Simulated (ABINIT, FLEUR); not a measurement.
An ABINIT input for a self-consistent single point of SrO (Fm-3m, 2 atoms in the cell) (DFT, PBE, plane waves, norm-conserving pseudopotentials (PseudoDojo nc-sr-05 PBE standard)):

```
# SrO, PseudoDojo nc-sr-05 PBE standard
pp_dirpath "./"
pseudos "Sr.upf, O.upf"
acell 6.7570891139 6.7570891139 6.7570891139
rprim
         0.0000000000    0.7071067812    0.7071067812
         0.7071067812    0.0000000000    0.7071067812
         0.7071067812    0.7071067812   -0.0000000000
natom 2
ntypat 2
znucl 38 8
typat 1 2
xred
         0.0000000000    0.0000000000    0.0000000000
         0.5000000000    0.5000000000    0.5000000000
ecut 84 Ry
ixc 11
occopt 3
tsmear 0.00183747
nband 13
kptopt 1
ngkpt 8 8 8
nshiftk 1
shiftk 0 0 0
nstep 60
tolvrs 1.0e-10
prtwf 0
prtden 0
prtvol 1
enunit 2
```

Translate this input to FLEUR.

One input that does it (others would too):

Input of the input generator:

```
SrO FLAPW
&input film=f /
0.0000000000 4.7779835335 4.7779835335
4.7779835335 0.0000000000 4.7779835335
4.7779835335 4.7779835335 -0.0000000000
1.0
1.0 1.0 1.0

2
38 0.0000000000 0.0000000000 0.0000000000
8 0.5000000000 0.5000000000 0.5000000000

&comp jspins=1 /
&kpt div1=8 div2=8 div3=8 gamma=t /
&end /
```

```xml
<?xml version="1.0" encoding="UTF-8" standalone="no"?>
<fleurInput fleurInputVersion="0.39">
   <comment>
      SrO FLAPW                                                                                           
   </comment>
   <calculationSetup>
      <cutoffs Kmax="3.8" Gmax="11.4" GmaxXC="11.4" numbands="0"/>
      <scfLoop itmax="80" minDistance="0.00001" maxIterBroyd="15" imix="Anderson" alpha="0.05" precondParam="0.0" spinf="2.0"/>
      <coreElectrons ctail="T" frcor="F" kcrel="0" coretail_lmax="0"/>
      <xcFunctional name="pbe" relativisticCorrections="F"/>
      <magnetism jspins="1"/>
      <soc l_soc="F" theta="0.0" phi="0.0" spav="F"/>
      <expertModes spex="0" secvar="F"/>
      <geometryOptimization l_f="T" forcealpha="1.0" forcemix="BFGS" epsdisp="0.00001" epsforce="0.00001"/>
      <ldaU l_linMix="F" mixParam="0.05" spinf="1.0"/>
   </calculationSetup>
   <cell>
      <bzIntegration valenceElectrons="16.0" mode="hist" fermiSmearingEnergy="0.00183747">
         <kPointListSelection listName="default-1"/>
         <!-- k-points included here -->
         <xi:include xmlns:xi="http://www.w3.org/2001/XInclude" href="kpts.xml"> </xi:include>
      </bzIntegration>
      <!-- symmetry operations included here -->
      <xi:include xmlns:xi="http://www.w3.org/2001/XInclude" href="sym.xml"> </xi:include>
      <bulkLattice scale="1.0">
         <bravaisMatrix>
            <row-1>    0.0000000000000000     4.7779835334999996     4.7779835334999996</row-1>
            <row-2>    4.7779835334999996     0.0000000000000000     4.7779835334999996</row-2>
            <row-3>    4.7779835334999996     4.7779835334999996     0.0000000000000000</row-3>
         </bravaisMatrix>
      </bulkLattice>
   </cell>
   <atomSpecies>
      <species name="Strontium (Sr)" element="Sr" atomicNumber="38">
         <mtSphere radius="2.68" gridPoints="925" logIncrement="0.014"/>
         <atomicCutoffs lmax="10" lnonsphr="8"/>
         <electronConfig flipSpins="F">
            <coreConfig>(1s1/2) (2s1/2) (2p1/2) (2p3/2) (3s1/2) (3p1/2) (3p3/2) (3d3/2) (3d5/2)</coreConfig>
            <valenceConfig>(4s1/2) (4p1/2) (4p3/2) (5s1/2)</valenceConfig>
         </electronConfig>
         <energyParameters s="5" p="5" d="4" f="4"/>
         <lo type="SCLO" l="0" n="4" eDeriv="0"/>
         <lo type="SCLO" l="1" n="4" eDeriv="0"/>
      </species>
      <species name="Oxygen (O)" element="O" atomicNumber="8">
         <mtSphere radius="1.65" gridPoints="569" logIncrement="0.019"/>
         <atomicCutoffs lmax="6" lnonsphr="4"/>
         <electronConfig flipSpins="F">
            <coreConfig>(1s1/2)</coreConfig>
            <valenceConfig>(2s1/2) (2p1/2) (2p3/2)</valenceConfig>
            <stateOccupation state="(2p1/2)" spinUp="0.6666666666667" spinDown="0.6666666666667"/>
            <stateOccupation state="(2p3/2)" spinUp="1.3333333333333" spinDown="1.3333333333333"/>
         </electronConfig>
         <energyParameters s="2" p="2" d="3" f="4"/>
      </species>
   </atomSpecies>
   <atomGroups>
      <atomGroup species="Strontium (Sr)">
         <relPos label="                   1">.0000000000 .0000000000 .0000000000</relPos>
         <force calculate="T" relaxXYZ="TTT"/>
      </atomGroup>
      <atomGroup species="Oxygen (O)">
         <relPos label="                   2">1.000/2.000 1.000/2.000 1.000/2.000</relPos>
         <force calculate="T" relaxXYZ="TTT"/>
      </atomGroup>
   </atomGroups>
   <output dos="F" band="F" slice="F">
      <checks vchk="F" cdinf="F"/>
      <bandDOS minEnergy="-.5*Htr" maxEnergy="0.5*Htr" sigma="0.015" storeEVData="T"/>
      <vacuumDOS vacdos="F" integ="F" star="F" nstars="0" locx1="0.0" locy1="0.0" locx2="0.0" locy2="0.0" nstm="0" tworkf="0.0"/>
      <unfoldingBand unfoldBand="F" supercellX="1" supercellY="1" supercellZ="1"/>
      <plotting iplot="0" polar="F">
         <plot TwoD="T" vec1="  1.0  0.0  0.0" vec2="  0.0  1.0  0.0" vec3="  0.0  0.0  1.0" zero="  0.0  0.0  0.0" file="plot"/>
      </plotting>
      <chargeDensitySlicing numkpt="0" minEigenval="0.0" maxEigenval="0.0" nnne="0" pallst="F"/>
      <specialOutput eonly="F"/>
      <magneticCircularDichroism mcd="F" energyLo="-10.0" energyUp="0.0"/>
   </output>
  <!-- We include the file relax.xml here to enable relaxations (see documentation) -->
  <xi:include xmlns:xi="http://www.w3.org/2001/XInclude" href="relax.xml"> <xi:fallback/> </xi:include>
</fleurInput>
```

Basis, cutoffs, solver keys and any potentials are the target program's own. This input uses DFT, PBE, all-electron FLAPW (FLEUR), scalar-relativistic valence. Both were run: gap on the mesh 3.293 eV in ABINIT and 3.309 in FLEUR.

On FLEUR: the starting cell has typed, rounded lattice constants, without a prior relaxation at this level. For this run, on top of that: lattice scaled by 0.98. Values depend on the basis (sphere radii, cutoffs, local orbitals), which need not be converged.

On ABINIT: the starting cell has typed, rounded lattice constants, without a prior relaxation at this level. For this run, on top of that: lattice scaled by 0.98. With a pressure of about 8 GPa the cell is away from its equilibrium volume at this level.
